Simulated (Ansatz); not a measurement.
This concerns the formation energy of the neutral V_O in HfO2 (Pca2₁). Reaction: 1/2 Hf (hcp) + 63/2 HfO2 (Pca2₁) → cell A.

Cell A: a supercell of 96 sites of HfO2 (Pca2₁) with one empty O site amid 4 Hf; spin state with PBE: run without spin, k-point mesh 2×2×2.
```yaml
crystal:
  lattice:
    - [10.58863, 0.00000, 0.00000]
    - [0.00000, 10.13941, 0.00000]
    - [0.00000, 0.00000, 10.20346]
  atoms:
    - { symbol: Hf, position: [0.01634, 0.13289, 0.11967] }
    - { symbol: Hf, position: [0.48383, 0.36734, 0.37000] }
    - { symbol: Hf, position: [0.23404, 0.13266, 0.37032] }
    - { symbol: Hf, position: [0.26648, 0.36605, 0.11906] }
    - { symbol: O, position: [0.18251, 0.03312, 0.19193] }
    - { symbol: O, position: [0.31879, 0.46949, 0.44496] }
    - { symbol: O, position: [0.06823, 0.03249, 0.44211] }
    - { symbol: O, position: [0.43216, 0.46625, 0.19152] }
    - { symbol: O, position: [0.36438, 0.23160, 0.24535] }
    - { symbol: O, position: [0.13569, 0.26858, 0.49461] }
    - { symbol: O, position: [0.38482, 0.23130, 0.49478] }
    - { symbol: O, position: [0.11464, 0.26780, 0.24509] }
    - { symbol: Hf, position: [0.01684, 0.13319, 0.62022] }
    - { symbol: Hf, position: [0.48362, 0.36720, 0.86992] }
    - { symbol: Hf, position: [0.23392, 0.13217, 0.86945] }
    - { symbol: Hf, position: [0.26664, 0.36692, 0.62098] }
    - { symbol: O, position: [0.18387, 0.03526, 0.69010] }
    - { symbol: O, position: [0.31706, 0.46599, 0.94098] }
    - { symbol: O, position: [0.06722, 0.03386, 0.94111] }
    - { symbol: O, position: [0.43293, 0.46627, 0.69155] }
    - { symbol: O, position: [0.36500, 0.23182, 0.74521] }
    - { symbol: O, position: [0.13539, 0.26823, 0.99466] }
    - { symbol: O, position: [0.38554, 0.23094, 0.99496] }
    - { symbol: O, position: [0.11466, 0.26881, 0.74496] }
    - { symbol: Hf, position: [0.01587, 0.63332, 0.11949] }
    - { symbol: Hf, position: [0.48540, 0.86574, 0.37432] }
    - { symbol: Hf, position: [0.23183, 0.63100, 0.36872] }
    - { symbol: Hf, position: [0.26752, 0.86657, 0.12203] }
    - { symbol: O, position: [0.18266, 0.53339, 0.18998] }
    - { symbol: O, position: [0.31834, 0.96312, 0.44036] }
    - { symbol: O, position: [0.06583, 0.53281, 0.44173] }
    - { symbol: O, position: [0.43233, 0.96560, 0.19050] }
    - { symbol: O, position: [0.36593, 0.73128, 0.25202] }
    - { symbol: O, position: [0.14045, 0.76538, 0.49550] }
    - { symbol: O, position: [0.11429, 0.76834, 0.24495] }
    - { symbol: Hf, position: [0.01688, 0.63307, 0.62029] }
    - { symbol: Hf, position: [0.48407, 0.86756, 0.87022] }
    - { symbol: Hf, position: [0.23302, 0.63320, 0.86967] }
    - { symbol: Hf, position: [0.26859, 0.86681, 0.61804] }
    - { symbol: O, position: [0.18166, 0.53284, 0.69274] }
    - { symbol: O, position: [0.31687, 0.96500, 0.94139] }
    - { symbol: O, position: [0.06737, 0.53427, 0.94106] }
    - { symbol: O, position: [0.43285, 0.96774, 0.69352] }
    - { symbol: O, position: [0.36508, 0.72870, 0.73823] }
    - { symbol: O, position: [0.13552, 0.76874, 0.99540] }
    - { symbol: O, position: [0.38510, 0.73065, 0.99517] }
    - { symbol: O, position: [0.11485, 0.76863, 0.74523] }
    - { symbol: Hf, position: [0.51613, 0.13227, 0.12054] }
    - { symbol: Hf, position: [0.98305, 0.36618, 0.36965] }
    - { symbol: Hf, position: [0.73321, 0.13371, 0.37035] }
    - { symbol: Hf, position: [0.76612, 0.36661, 0.11962] }
    - { symbol: O, position: [0.68287, 0.03407, 0.19185] }
    - { symbol: O, position: [0.81593, 0.46619, 0.44105] }
    - { symbol: O, position: [0.56741, 0.03547, 0.44259] }
    - { symbol: O, position: [0.93275, 0.46589, 0.19106] }
    - { symbol: O, position: [0.86433, 0.23121, 0.24468] }
    - { symbol: O, position: [0.63469, 0.27087, 0.49491] }
    - { symbol: O, position: [0.88515, 0.23127, 0.49495] }
    - { symbol: O, position: [0.61429, 0.26872, 0.24512] }
    - { symbol: Hf, position: [0.51665, 0.13395, 0.62055] }
    - { symbol: Hf, position: [0.98377, 0.36685, 0.86980] }
    - { symbol: Hf, position: [0.73431, 0.13333, 0.87012] }
    - { symbol: Hf, position: [0.76611, 0.36770, 0.62038] }
    - { symbol: O, position: [0.68313, 0.03442, 0.69143] }
    - { symbol: O, position: [0.81703, 0.46618, 0.94093] }
    - { symbol: O, position: [0.56754, 0.03316, 0.94172] }
    - { symbol: O, position: [0.93228, 0.46666, 0.69158] }
    - { symbol: O, position: [0.86494, 0.23165, 0.74502] }
    - { symbol: O, position: [0.63554, 0.26804, 0.99494] }
    - { symbol: O, position: [0.88557, 0.23157, 0.99487] }
    - { symbol: O, position: [0.61517, 0.26919, 0.74512] }
    - { symbol: Hf, position: [0.51688, 0.63305, 0.12091] }
    - { symbol: Hf, position: [0.98351, 0.86722, 0.36914] }
    - { symbol: Hf, position: [0.73320, 0.63342, 0.36979] }
    - { symbol: Hf, position: [0.76564, 0.86674, 0.12008] }
    - { symbol: O, position: [0.68263, 0.53354, 0.19175] }
    - { symbol: O, position: [0.81711, 0.96626, 0.44124] }
    - { symbol: O, position: [0.56373, 0.53775, 0.43908] }
    - { symbol: O, position: [0.93261, 0.96602, 0.19191] }
    - { symbol: O, position: [0.86443, 0.73116, 0.24483] }
    - { symbol: O, position: [0.63383, 0.76965, 0.49471] }
    - { symbol: O, position: [0.88629, 0.73218, 0.49489] }
    - { symbol: O, position: [0.61535, 0.76867, 0.24454] }
    - { symbol: Hf, position: [0.51371, 0.63574, 0.61886] }
    - { symbol: Hf, position: [0.98398, 0.86643, 0.87014] }
    - { symbol: Hf, position: [0.73315, 0.63306, 0.86907] }
    - { symbol: Hf, position: [0.76667, 0.86728, 0.62017] }
    - { symbol: O, position: [0.68232, 0.53561, 0.68948] }
    - { symbol: O, position: [0.81737, 0.96635, 0.94183] }
    - { symbol: O, position: [0.56751, 0.53361, 0.94216] }
    - { symbol: O, position: [0.93288, 0.96629, 0.69159] }
    - { symbol: O, position: [0.86468, 0.73164, 0.74475] }
    - { symbol: O, position: [0.63522, 0.76846, 0.99460] }
    - { symbol: O, position: [0.88509, 0.73130, 0.99476] }
    - { symbol: O, position: [0.61433, 0.76940, 0.74464] }
```

Reference: Hf (hcp, P6₃/mmc), 2 atoms in the cell, k-point mesh 24×24×12 on the run's own vectors. Conventional cell: a = b = 3.204 Å, c = 5.072 Å, α = β = 90.00°, γ = 120.00°.

Reference: HfO2 (Pca2₁), 96 atoms in the cell, the relaxed perfect crystal repeated, atoms not moved again, k-point mesh 2×2×2 on the run's own vectors.

Computed with Ansatz (plane waves, PAW), its PAW set soft_1, cutoff 500 eV. The structures are at rest with PBE, within the held lattices; other levels are single points on them. Neutral cells; Fermi-Dirac smearing of at most 0.10 eV in the solids, energies taken to zero width. The lattices are those relaxed with PBE, so at other levels the solids can be strained. Larger cells are relaxed from a start prepared with the learned potential CHGNet till forces fall under 0.03 eV/Å, which some starts already meet. A dispersion term (D3(BJ), or D4 for r2SCAN) was computed beside these levels and is taken off wherever the name lacks it. Space groups of crystals are read within 0.01 Å. Static lattices, no vibrational contributions. No structure search was made; lower ones may exist. Spin-orbit coupling is left out. No correction for cell size. Mesh and cell size may move defect energies by 0.1 eV or more. The value holds for the reservoirs listed; other chemical potentials shift it.

Problem. Give the value at the level r2SCAN.

Solution. 0.99 eV, for 1/2 Hf (hcp) + 63/2 HfO2 (Pca2₁) → cell A.

Ansatz is a first-principles code.
